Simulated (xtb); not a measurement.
xtb 6.7.1, GFN2-xTB: Hf(Cl)(NMe2)(OSiH3)2 (C[N](C)[Hf]([Cl])([O][SiH3])[O][SiH3]), 21 atoms. The geometry is a generated start, not checked to be a minimum at this level.

```json
{
  "run_flags": "--grad",
  "method": "GFN2-xTB",
  "--acc": "1 (default)",
  "--etemp (K)": "300 (default)",
  "basis_functions": "72",
  "valence_electrons": "56"
}
```

```xyz
21

Hf     0.7229     0.6649    -0.1902
Cl     1.4504     2.7981     0.0330
N     -1.0060     0.5638     0.7748
C     -0.8014     0.9923     2.1598
C     -1.4301    -0.8355     0.7408
H     -1.7371     0.8987     2.7277
H     -0.0292     0.3822     2.6746
H     -0.5053     2.0491     2.1690
H     -0.7758    -1.4761     1.3637
H     -2.4573    -0.9337     1.1221
H     -1.4094    -1.1950    -0.2986
O      1.8879    -0.5015     0.7442
Si     2.1915    -1.9901     0.2243
H      1.2452    -2.9363     0.8450
H      3.5588    -2.3159     0.6253
H      2.0333    -2.0431    -1.2505
O      0.3084     0.2568    -1.9954
Si    -0.6057     1.1985    -2.9147
H     -1.9174     0.5601    -3.0899
H      0.0644     1.3474    -4.2082
H     -0.7880     2.5153    -2.2565
```

Charge 0 and multiplicity 1 are set for this test and not shown to be the ground state.

One run each on 1 thread. Values of broydamp tried: 0.02, 0.05, 0.1, 0.2, 0.4 (default), 0.6, 0.8, 1.

### Question
Which value of broydamp needs the fewest SCC iterations, and what happens away from it?

### Answer
Fewest SCC iterations, within one of each other: 0.2 with 21, 0.4 (default) with 20. The count rises to 30 at 0.02. All converge to one solution.

```tsv
broydamp	SCC iterations	end
0.02	30	same solution
0.05	26	same solution
0.1	23	same solution
0.2	21	same solution
0.4 (default)	20	same solution
0.6	22	same solution
0.8	24	same solution
1	25	same solution
```
